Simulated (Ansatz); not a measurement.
## Y: pressure series

The reference is Y in the hcp (Mg type) structure (space group P6_3/mmc, No. 194).

```yaml
crystal:
  lattice:
    - [3.65568, 0.00000, 0.00000]
    - [-1.82784, 3.16591, 0.00000]
    - [0.00000, 0.00000, 5.67880]
  atoms:
    - { symbol: Y, position: [0.33333, 0.66667, 0.75000] }
    - { symbol: Y, position: [0.66667, 0.33333, 0.25000] }
```

Cell and atoms are relaxed at each pressure.

The values are results of PBE in Ansatz (plane waves to 420 eV, PAW, no spin-orbit coupling), earlier PAW set, not measurements.

Two rows of this table had their results exchanged by mistake.

```
pressure          volume per atom (Å³)  shortest distance (Å)  band gap
----------------  --------------------  ---------------------  --------
pressure −2 GPa                  34.66                  3.602      zero
pressure −1 GPa                  33.71                  3.568      zero
pressure 3 GPa                   30.75                  3.461      zero
pressure 7 GPa                   28.55                  3.381      zero
pressure 15 GPa                  25.41                  3.265      zero
pressure 30 GPa                  16.43                  2.822      zero
pressure 50 GPa                  18.80                  2.975      zero
pressure 75 GPa                  21.76                  3.123      zero
pressure 100 GPa                 14.83                  2.720      zero
```

Question: Which two?

Answer: The rows for pressure 30 GPa and pressure 75 GPa: the volume has to fall steadily with pressure, so 21.76 Å³ belongs to pressure 30 GPa and 16.43 Å³ to pressure 75 GPa.

Load acts through the strain it causes; cell and atoms are relaxed under it. No phonon test of stability was made. Competing high-pressure phases were not computed. The final runs are not spin-polarised.

Ansatz is an electronic-structure program.
